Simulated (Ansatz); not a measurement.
## Convergence study of the k-point mesh for CoAuO₂ (P3m1, 8 atoms in the cell)

```
CELL_PARAMETERS angstrom
      2.87019     0.00000     0.00000
     -1.43509     2.48565     0.00000
      0.00000     0.00000    12.11167
ATOMIC_POSITIONS crystal
  Co 0.00000 0.00000 0.00413
  Co 0.00000 0.00000 0.50000
  Au 0.66667 0.33333 0.75000
  Au 0.33333 0.66667 0.25000
  O  0.33333 0.66667 0.42187
  O  0.66667 0.33333 0.57813
  O  0.66667 0.33333 0.92187
  O  0.33333 0.66667 0.07813
```

Computed with PBEsol, default PAW files made with PBE (plane waves; Ansatz, a first-principles code).

Base settings: basis.ecutwfc = 30.9 Ry; kpoints.mp_grid.grid = 13 13 3; hamiltonian.xc = pbesol; hamiltonian.pseudopotentials = {kind: paw} (the program's default PAW files); scf.occupations.method = gaussian; scf.occupations.width = 0.0073 Ry.

The second cell is the first with its lattice scaled by 0.98.

Only quantities that move along the ladder and can be compared are tabulated.

The count of work is k-points × plane waves × bands × iterations; it is no time. Core times come from one kind of shared machine, to one figure; runs under 30 s give none.

The starting cell comes from a database of computed structures (which also holds hypothetical and non-ambient phases and stackings), without a prior relaxation at this level. Its lattice was rescaled by up to half a per cent. One atom was moved a little off its site on purpose. Spin polarisation is off, so a magnetic state, if there is one, cannot be reached. In the base run, forces exceed 1 eV/Å. Ansatz's pressure includes its estimate of the finite-basis (Pulay) stress.

```csv
kpoints.mp_grid.grid,free energy less the last step's (meV/atom),energy of the compressed cell less the first (meV/atom),pressure (GPa),largest difference of a force vector from the last step's (eV/Å),count of work / last,core time / last (rough)
2 2 1,499.44,103.59,17.19,1.490,0.0040,–
3 3 1,-50.09,13.39,-3.74,0.348,0.0079,–
4 4 1,24.96,35.53,1.30,0.258,0.0073,–
5 5 1,1.13,24.36,-1.18,0.049,0.0091,–
6 6 2,-0.13,28.74,-0.27,0.046,0.028,–
7 7 2,1.11,26.68,-0.68,0.030,0.029,–
8 8 2,-0.74,27.44,-0.55,0.016,0.032,–
9 9 2,0.43,27.18,-0.57,0.008,0.039,–
10 10 2,-0.19,27.05,-0.60,0.004,0.062,–
11 11 3,0.12,27.19,-0.57,0.001,0.068,–
13 13 3,0.05,27.14,-0.58,0.001,0.12,–
14 14 3,-0.05,27.14,-0.59,0.001,0.14,0.1
15 15 4,0.02,27.13,-0.59,0.000,0.22,0.2
17 17 4,0.00,27.13,-0.59,0.000,0.27,0.3
19 19 4,-0.01,27.13,-0.59,0.000,0.33,0.3
21 21 5,0.00,27.14,-0.59,0.000,0.48,0.5
23 23 5,0.00,27.14,-0.59,0.000,0.57,0.6
26 26 6,0.00,27.14,-0.59,0.000,0.87,0.8
28 28 6,0.00,27.14,-0.59,0.000,1.0,1
```

Coarsest kpoints.mp_grid.grid that holds the forces within 0.01 eV/Å of the last step, with all finer ones: 9 9 2, at 0.039 of the last step's count of work; the step before is off by 0.016 eV/Å.

Coarsest kpoints.mp_grid.grid that holds the energy of the compressed cell less the first within 0.2 meV/atom of the last step, with all finer ones: 9 9 2, at 0.039 of the last step's count of work; the step before is off by 0.30 meV/atom.

Coarsest kpoints.mp_grid.grid that holds the free energy within 5 meV/atom of the last step, with all finer ones: 5 5 1, at 0.0091 of the last step's count of work; the step before is off by 25 meV/atom.

The energy difference between the two cells stays within 1 meV/atom of the last step's from 7 7 2 on, the total only from 8 8 2 on: much of the error is common to both cells and cancels.

Keys are those of Ansatz 0.2.
